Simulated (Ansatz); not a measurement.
Where the default PAW files enter, the runs use the earlier of Ansatz's two default sets.

Data:

```xyz
4
Lattice="3.2373 0.0000 0.0000 0.0000 5.2221 0.0000 1.6187 0.0000 2.8036" Properties=species:S:1:pos:R:3 pbc="T T T"
Zn     3.2374     2.6079     1.8691
Zn     1.6187     5.2190     0.9345
O      3.2374     0.6281     1.8691
O      1.6187     3.2391     0.9345
```

Space group of this cell: P6_3mc, wurtzite. The cell is taken as given.

Calculation: r2SCAN (plane waves, PAW; Ansatz, a first-principles code).

The current runs along the normal of the first two printed vectors; no spin-orbit coupling. Scaled by the factor s: both lengths across the current (ions clamped). The meshes follow the cell: 12×6×12 and 10×6 across at s = 0.98, 10×6×10 and 10×6 across at s = 1.00, 10×6×10 and 10×6 across at s = 1.02.

| s | mean pressure (GPa) | slowest mid-gap decay constant κ (1/Å) |
|---|---|---|
| 0.98 | 6.1 | 0.135 |
| 1.00 | -0.5 | 0.127 |
| 1.02 | -5.8 | ? |

Q: Take the slope of the slowest mid-gap decay constant κ against ln s from the two given rows, extrapolate to s = 1.02, and say what the run there gives.

A: Slope = (0.135 − 0.127) / ln 0.98 = -0.396 1/Å. The line gives 0.127 + (-0.396) × ln 1.02 = 0.119 1/Å. The run gives 0.119 1/Å, as the line does.
